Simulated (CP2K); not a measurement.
Band structure of TiPt3 (P6_3/mmc, 8 atoms in the cell).

```yaml
crystal:
  lattice:
    - [5.66955, 0.00000, 0.00000]
    - [-2.83477, 4.90997, 0.00000]
    - [0.00000, 0.00000, 4.56803]
  atoms:
    - { symbol: Ti, position: [0.33333, 0.66667, 0.75000] }
    - { symbol: Ti, position: [0.66667, 0.33333, 0.25000] }
    - { symbol: Pt, position: [0.16720, 0.33441, 0.25000] }
    - { symbol: Pt, position: [0.83279, 0.66559, 0.75000] }
    - { symbol: Pt, position: [0.83279, 0.16720, 0.75000] }
    - { symbol: Pt, position: [0.16720, 0.83279, 0.25000] }
    - { symbol: Pt, position: [0.66559, 0.83279, 0.25000] }
    - { symbol: Pt, position: [0.33441, 0.16720, 0.75000] }
```

Method of the run: LDA (Pade form), GPW, DZVP-MOLOPT-SR-GTH basis, GTH-PADE potentials (GTH_POTENTIALS) run with CP2K 2026.2.

Settings: CUTOFF = 600 Ry; REL_CUTOFF = 50 Ry; SMEAR/METHOD = GAUSSIAN; SIGMA = 0.1 eV; KPOINTS/SCHEME = MONKHORST-PACK 5 5 5; XC_FUNCTIONAL = PADE; Ti/BASIS_SET = DZVP-MOLOPT-SR-GTH; Ti/POTENTIAL = GTH-PADE-q12; Pt/BASIS_SET = DZVP-MOLOPT-SR-GTH; Pt/POTENTIAL = GTH-PADE-q18; METHOD = GPW; EPS_DEFAULT = 1e-10; EXTRAPOLATION = USE_GUESS; NGRIDS = 5.

The starting cell comes from a database of computed structures (which also holds hypothetical and non-ambient phases and stackings), without a prior relaxation at this level. Its lattice was rescaled by a random factor within 2.5 % of one. Spin-orbit coupling is off. Spin polarisation is off. Values carry the incompleteness of an atom-centred basis.

Levels in eV from the Fermi level, bands 63 to 68:
```tsv
point	63	64	65	66	67	68
Γ	-0.30	-0.28	-0.03	0.03	1.11	1.11
M	-1.57	-0.66	-0.47	-0.29	0.18	0.47
K	-1.27	-1.27	-0.54	-0.33	0.38	0.38
A	-0.09	-0.09	0.31	0.31	0.55	0.55
L	-1.20	-1.20	-0.61	-0.61	0.20	0.20
H	-1.44	-1.44	-0.60	-0.60	-0.03	-0.03
```

Bands cross the Fermi level along this path, so the cell is metallic at this level.

Higher empty bands are left out: an atom-centred basis made for the valence describes them poorly.
